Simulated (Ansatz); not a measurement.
## MnNiGe (space group P6_3/mmc, No. 194; ferromagnetic; a cell from a computed database, its experimental status unchecked)

```
CELL_PARAMETERS angstrom
      4.00926     0.00000     0.00000
     -2.00463     3.47212     0.00000
      0.00000     0.00000     5.16216
ATOMIC_POSITIONS crystal
  Mn 0.00000 0.00000 0.50000
  Mn 0.00000 0.00000 0.00000
  Ni 0.33333 0.66667 0.75000
  Ni 0.66667 0.33333 0.25000
  Ge 0.66667 0.33333 0.75000
  Ge 0.33333 0.66667 0.25000
```

All numbers come from Ansatz (an electronic-structure program), PBEsol, PAW, cutoff 420 eV, no spin-orbit coupling. Γ-centred 13×13×9 mesh, Fermi–Dirac width 0.05 eV.

| Item | Value |
|---|---|
| Volume per atom | 11.98 Å³ |
| Density | 8.61 g/cm³ |
| Band gap | zero |
| Magnetic state | ferromagnetic |
| Total energy | -4642.660 eV/atom (σ→0; compares only within this code and set-up) |

Other magnetic orders, which the real material may have, were not ruled out. Stability against distortions was not tested.
